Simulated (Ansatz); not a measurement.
Cost and result by functional for the adsorption energy of NH3 on the 1x1 (110) surface of bcc Ta, one in a 2x2 cell, started at the site 'bridge Ta-Ta (span 2.9 Å)', in Ansatz (plane waves, PAW). Single points on the PBE structure, on one kind of machine; costs are rough ratios of the slab run's core time (references not counted) to the cheapest single point. r2SCAN's cost holds its higher cutoff (500 against 420 eV). Differences are taken against r2SCAN for comparison alone: no measured value is at hand, so the table doesn't rank accuracy.

Model: 20-atom slab, 6.8 Å thick at the start under the adsorbate (thin: gaps and levels are the slab's own), 5x5x1 mesh, Fermi-Dirac 0.1 eV, dipole correction, 8 atoms held, the rest relaxed; no symmetry held; no spin, no spin-orbit, no U, no dispersion correction. At the end it is bonded to Ta. In PBE it is, or lies within 0.03 eV of, the lowest of the starts that converged. These notes are the PBE run's. Adsorption energies are against NH3(g). A negative adsorption energy means that the adsorbate is more stable on the surface than in its reference.

| functional | relative cost | adsorption energy (eV) | less r2SCAN (eV) |
|---|---|---|---|
| RPBE | 1 | -0.55 | 0.35 |
| r2SCAN | 2 | -0.90 | 0.00 |
| PBE (the relaxed run's value) | – | -0.77 | 0.13 |

The values span 0.35 eV, while the single points' costs differ by a factor of roughly 2. Differences are of unrounded values.

Ansatz is a quantum-chemistry and plane-wave program.
